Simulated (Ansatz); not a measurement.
Data:

End structure of a constructed model of the (0001) surface of hcp Ti, p(2x2) layer of Sn, one a cell, on the site that continues the host's stacking (bottom of the slab: a bare face, its two planes held):

```xyz
25
Lattice="5.8773 0.0000 0.0000 -2.9386 5.0899 0.0000 0.0000 0.0000 30.5000" Properties=species:S:1:pos:R:3 pbc="T T T"
Ti     1.4693     0.8483     8.1324
Ti     0.0000     3.3932     8.1324
Ti     4.4080     0.8483     8.1324
Ti     2.9386     3.3932     8.1324
Ti     0.0000     1.6966    10.4581
Ti    -1.4693     4.2416    10.4581
Ti     2.9386     1.6966    10.4581
Ti     1.4693     4.2416    10.4581
Ti     1.4693     0.8483    12.7965
Ti     0.0048     3.3960    12.8199
Ti     4.4080     0.8427    12.8199
Ti     2.9338     3.3960    12.8199
Ti    -0.0178     1.7069    15.1165
Ti    -1.4693     4.2210    15.1165
Ti     2.9564     1.7069    15.1165
Ti     1.4693     4.2416    15.1801
Ti     1.4693     0.8483    17.3667
Ti     0.0316     3.4115    17.5527
Ti     4.4080     0.8118    17.5527
Ti     2.9070     3.4115    17.5527
Ti     0.0630     1.6603    19.6686
Ti    -1.4693     4.3143    19.6686
Ti     2.8756     1.6603    19.6686
Ti     1.4693     4.2416    19.9264
Sn     1.4693     0.8483    21.9838
```

Slab: 25 atoms, 14.2 Å thick at the start; k 8x8x1, smearing 0.1 eV, dipole-corrected; 8 atoms held, the rest relaxed; held to the start's symmetry, so lower structures may exist; no spin, no spin-orbit, no U. It is one candidate, not shown to be the stable structure of the face.

Q: Predict the work function of the top face from Ansatz (a first-principles code) with PBE.

A: 4.64 eV
